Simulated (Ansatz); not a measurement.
Cu on the 1x1 (100) surface of cubic SrTiO3 (a phase of room or higher temperature, not the 0 K ground state) (cut with top plane 2 O + Ti), one in a 1x1 cell, energies for each (15.5 Å²). Energies are against an atom of fcc Cu, without zero-point or thermal terms; each row is named by its start.

Host crystal: cubic SrTiO3, with a band gap (PBE, scalar-relativistic without spin-orbit coupling).

Level of theory: PBE (plane waves to 420 eV, PAW; Ansatz, a quantum-chemistry and plane-wave program).

Model: 14-atom slab, 7.8 Å thick at the start under the adsorbate (thin: gaps and levels are the slab's own), 6x6x1 mesh, Fermi-Dirac 0.01 eV, dipole correction, 5 atoms held, the rest relaxed; each run with such symmetry as its start has; spin-polarised, no spin-orbit, no U, no dispersion correction.

A negative adsorption energy means that the adsorbate is more stable on the surface than in its reference. Starts that drift may end in the same place. Heights count from the host atoms within 0.3 Å of the top one. Moments of ungapped slabs depend on the mesh.

```json
[
 {"starting site": "top O", "E_ads (eV)": "2.35", "height (Å)": "?", "nearest host atom (Å)": "O 1.93", "bonded to": "O + 2 Ti", "change of the vacuum step (eV)": "0.27", "lateral drift (Å)": "0.0", "moment (μB)": "0.5"},
 {"starting site": "top Ti", "E_ads (eV)": "?", "height (Å)": "?", "nearest host atom (Å)": "Ti 2.83", "bonded to": "Ti", "change of the vacuum step (eV)": "-0.52", "lateral drift (Å)": "0.0", "moment (μB)": "0.2"},
 {"starting site": "hollow O-O-O-O over Sr at depth 1.8 Å", "E_ads (eV)": "2.15", "height (Å)": "1.07", "nearest host atom (Å)": "O 2.21", "bonded to": "4 O + Sr + 4 Ti", "change of the vacuum step (eV)": "-0.50", "lateral drift (Å)": "0.0", "moment (μB)": "0.3"},
 {"starting site": "hollow O-O-Ti", "E_ads (eV)": "2.14", "height (Å)": "1.13", "nearest host atom (Å)": "O 2.09", "bonded to": "2 O + Sr + 4 Ti", "change of the vacuum step (eV)": "-0.32", "lateral drift (Å)": "1.1", "moment (μB)": "0.3"}
]
```

What belongs in the gaps?


- top O, height (Å): 2.04
- top Ti, E_ads (eV): 2.93
- top Ti, height (Å): 2.78
